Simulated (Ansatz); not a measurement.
**Habitual settings against a tight run: Zr3Si (P6_3/mmc, 8 atoms in the cell)**

Self-consistent single point.

```
Zr3Si
1.0
    6.22688     0.00000     0.00000
   -3.11344     5.39264     0.00000
    0.00000     0.00000     5.06007
Zr Si
6 2
Direct
  0.34548   0.17274   0.75000
  0.65452   0.82726   0.25000
  0.17274   0.34548   0.25000
  0.82726   0.65452   0.75000
  0.82726   0.17274   0.75000
  0.17274   0.82726   0.25000
  0.66667   0.33333   0.25000
  0.33333   0.66667   0.75000
```

Level of theory: PBEsol, PAW files made with PBE (plane waves; Ansatz, a program for electronic structure).

Base settings: basis.ecutwfc = 420 eV; kpoints.mp_grid.grid = 8 8 9; hamiltonian.xc = pbesol; hamiltonian.pseudopotentials = {kind: paw} (the program's default PAW files); scf.occupations.method = gaussian; scf.occupations.width = 0.1 eV.

Tight run (finer mesh or higher cutoff; not a proven limit): basis.ecutwfc: 420 eV → 590 eV; kpoints.mp_grid.grid: 8 8 9 → 11 11 13; scf.convergence.dr2_threshold: default (1e-07 eV) → 1e-09 eV. It gave Fermi level (on the code's own zero) 13.06 eV; pressure -9.63 GPa; largest force (vector length) 0.063 eV/Å.

Quick runs, as changes from the base:
- A: the base itself
- B: basis.ecutwfc: 420 eV → 295 eV; kpoints.mp_grid.grid: 8 8 9 → 4 4 4
- C: basis.ecutwfc: 420 eV → 250 eV; kpoints.mp_grid.grid: 8 8 9 → 6 6 6

Energies are extrapolated to zero smearing width, which holds to low order in the width alone.

The count of work is k-points × plane waves × bands × iterations; it is no time. 

Pressures in the table are Ansatz's without its Pulay estimate, at a fixed set of plane waves; the tight run's value above holds the estimate.

The starting cell comes from a database of computed structures (which also holds hypothetical and non-ambient phases and stackings), without a prior relaxation at this level. Its lattice was rescaled by a random factor within 2.5 % of one. In the base run, with a pressure of about -10 GPa the cell is away from its equilibrium volume at this level.

| run | energy less tight (meV/atom) | pressure less tight (GPa) | largest miss in a force vector (eV/Å) | count of work / tight |
|---|---|---|---|---|
| A | 0.8 | 0.01 | 0.001 | 0.21 |
| B | 3.8 | -0.93 | 0.037 | 0.029 |
| C | 89.2 | -4.98 | 0.020 | 0.053 |

Among the runs at the tight run's level, the energy misses run from 0.8 to 89.2 meV/atom.

Left out of this page: 2 runs of the series unsound by tests on forces, stress, charge or solver warnings; 1 run of the series with a known weakness of the program.

Keys are those of Ansatz 0.2.
